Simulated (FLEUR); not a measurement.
## Parameter sweep on BiAu (C2/m, 2 atoms in the cell)

```xyz
2
Lattice="2.2232 -2.2010 0.0000 2.2232 2.2010 0.0000 -0.1657 0.0000 5.7036" Properties=species:S:1:pos:R:3 pbc="T T T"
Bi    -0.0828     0.0000     2.8518
Au     0.0000     0.0000     0.0000
```

Base run A: PBEsol, all-electron FLAPW (FLEUR), scalar-relativistic valence, self-consistent single point.

Its settings: Kmax = 4 1/bohr; GmaxXC = 16 1/bohr; xcFunctional = PBEs; jspins = 1; l_soc = F; mode = hist; fermiSmearingEnergy = 0.00367493 Htr; mesh (inpgen div1-3) = 6 6 3; inpgen gamma flag = true; Gmax = 16 1/bohr; numbands = 0; maxIterBroyd = 99; imix = Anderson; alpha = 0.05; precondParam = 0; minDistance = 1e-05 me/bohr^3; ctail = T; kcrel = 0; coretail_lmax = 0; theta = 0.

The starting cell comes from a database of computed structures (which also holds hypothetical and non-ambient phases and stackings), without a prior relaxation at this level. Values depend on the basis (sphere radii, cutoffs, local orbitals), which need not be converged.

ΔF is the free energy per atom less that of run A. 

```csv
run,fermiSmearingEnergy,ΔF (meV/atom),TS (meV/atom)
A,0.00367493 Htr,0.00,13.8
B,7.35e-05 Htr,9.0,0.1
C,0.00036749 Htr,8.6,0.6
D,0.00091873 Htr,7.6,1.7
E,0.00183747 Htr,5.7,4.5
F,0.0055124 Htr,-8.3,29.0
G,0.00734986 Htr,-19.4,50.2
H,0.0110248 Htr,-50.8,112.6
I,0.0183747 Htr,-158.4,360.2
J,0.0293995 Htr,-476.5,1131.0
```

Run D against A: The free energy rises by 7.6 meV/atom.

Run C against A: The free energy goes up by 8.6 meV/atom.

Run J against A: The free energy falls by 477 meV/atom.
